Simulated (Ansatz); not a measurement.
SiO₂ (R-3m, No. 166, 36 atoms in the cell; start mp-17909; a measured phase of this formula has another space group), treated with LDA (plane waves, PAW; Ansatz, a program for electronic structure).

Run with plane-wave cutoff 520 eV, 4×4×4 k mesh, Fermi–Dirac smearing 0.01 eV, scalar-relativistic PAW data made under PBE.

Cell (relaxed at this level):

Space group R-3m, hexagonal axes (No. 166); a = b = 13.566 Å, c = 14.745 Å, α = β = 90.00°, γ = 120.00°

```csv
atom,site,symmetry,x,y,z
Si,36i,1,0.0002,0.2288,0.1049
O,18f,.2,0.0000,0.2614,0.0000
O,18h,.m,0.2002,0.1001,0.1231
O,18h,.m,0.1194,0.2387,0.1312
O,18g,.2,0.3507,0.3507,0.5000
```
(The calculation used a cell of 36 atoms; values per cell refer to that cell.)

Predict the band gap and smallest direct gap on the k points sampled.


- band gap = 5.80 eV
- smallest direct gap on the k points sampled = 5.82 eV

Computed values are for the static lattice.

It cost very roughly 3 core-minutes of CPU time.

A start named mp-… is a Materials Project structure, which need not be a measured phase.
